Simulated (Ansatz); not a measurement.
Take CdSe in the wurtzite structure (space group P6_3mc, No. 186; a = 4.3400 Å, c = 7.0780 Å) as the base.

Levels (all Ansatz, a quantum-chemistry and plane-wave program, PAW): r2SCAN (500 eV, scalar-relativistic without spin-orbit coupling); HSE06 (420 eV, without spin-orbit coupling).

The geometry is relaxed with r2SCAN.

* **r2SCAN band gap**: 1.11 eV

**Question.** What does HSE06 give at this geometry for the band gap?

**Answer.** The band gap rises by 0.439 eV, from 1.11 eV to 1.54 eV.

Single points use the geometry relaxed with r2SCAN. Whether these cells are dynamically stable was not tested.
